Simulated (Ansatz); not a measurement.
System: L1₀ (CuAu-type) CuAu. Method: r²SCAN-D4 in Ansatz (plane waves, PAW).

Input file:

Ansatz 0.2 input:
```yaml
crystal:
  lattice:
    - [2.837255292, 0.0, 0.0]
    - [0.0, 2.837255292, 0.0]
    - [0.0, 0.0, 3.5703999203]
  atoms:
    - { symbol: Cu, position: [0.0, 0.0, 0.0] }
    - { symbol: Au, position: [0.5, 0.5, 0.5] }
basis:
  ecutwfc: 560
  ecutrho_ratio: 4
  xc_grid: 3
kpoints:
  mp_grid: { grid: [20, 20, 16] }
hamiltonian:
  xc: r2scan
  dispersion: d4
  pseudopotentials: { kind: paw }
scf:
  occupations: { method: fermi_dirac, width: 0.05 }
  convergence: { dr2_threshold: 0.0000000002 }
output:
  forces: true
  stress: true
  eigenvalues: true
```

The run printed, among other lines:

```
Crystal: 2 atoms, lattice volume = 28.742 Å³
Basis set: ecut = 560 eV, 861 PW (Γ), exchange–correlation on 72×72×90 points (27 copies of the dense FFT grid, shifted against one another)
Bands: 23, of which v1, the nominal top of the filled ones, is band 19 counted from 1 (18 counted from 0)
Symmetry: 16 space group operations
Space group: P4/mmm (ITA 123), of the structure as read, at distance tolerance 3.1e-5 Å
k-points: 594 of 6400
Functional: x = r2scan, c = r2scan; τ floored in thin density (d = 2e-4 eV/Å³)
SCF iter   1: F=—  HF=-19795.290920 eV  |F-HF|=—  |Δ(HF+E_count)|=         —  Δρ=3.07e-2  dr2=1.61e-1  dr2_τ=6.61e-3
SCF iter   2: F=—  HF=-19795.279115 eV  |F-HF|=—  |Δ(HF+E_count)|=   1.18e-2  Δρ=1.36e-2  dr2=3.97e-2  dr2_τ=2.05e-3
  ...
SCF iter  10: F=—  HF=-19795.266092 eV  |F-HF|=—  |Δ(HF+E_count)|=   4.72e-9  Δρ=2.32e-6  dr2=2.11e-9  dr2_τ=4.71e-11
SCF iter  11: F=-19795.266092 eV  HF=-19795.266092 eV  |F-HF|=9.46e-11  |Δ(HF+E_count)|=   1.28e-9  Δρ=6.31e-7  dr2=1.25e-10  dr2_τ=2.60e-12
SCF 1 converged in 11 iterations: F = -19795.266092 eV  dr2 = 1.25e-10
SCF converged after 11 iterations
Free energy (F): -19795.266092 eV
Internal energy: -19795.261165 eV  (E = F + TS)
E sigma→0 (E₀):  -19795.263628 eV
Fermi energy:    19.178532 eV
--- Forces (eV/Å), atoms counted from 1 ---
  atom   1  Cu    -0.00000000     0.00000000     0.00000000
  atom   2  Au     0.00000000     0.00000000     0.00000000
--- Stress (GPa, compression-positive) ---
       -0.014468       0.000000       0.000000
        0.000000      -0.014468       0.000000
        0.000000       0.000000      -0.008871
  P = ⅓ Tr σ = -0.0126 GPa (-0.126 kbar)
```

The PAW data were made under PBE.

Ansatz is an electronic-structure program.
